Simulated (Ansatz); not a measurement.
HoPd3 (Pm-3m, No. 221) was calculated with LDA (PAW; Ansatz, a first-principles code).

Run with plane-wave cutoff 500 eV, 14×14×14 k mesh, Fermi–Dirac smearing 0.1 eV, spin-polarised start, scalar-relativistic PAW data made under PBE.

Computed at the level's own relaxed cell.

**Question.** What does this level give for the equilibrium volume per atom and equilibrium lattice constant a?

**Answer.** 
- equilibrium volume per atom: 16.01 Å³/atom
- equilibrium lattice constant a: 4.001 Å

The run finds no gap.

Note: the magnetic order was assumed, not searched for or taken from measurement; the 4f shell is treated without U or exact exchange, so its levels and filling can be wrong.

Spin–orbit coupling is not included.

The computed numbers hold no vibrational or temperature effects.

Cost on a shared machine: very roughly 9 core-minutes.
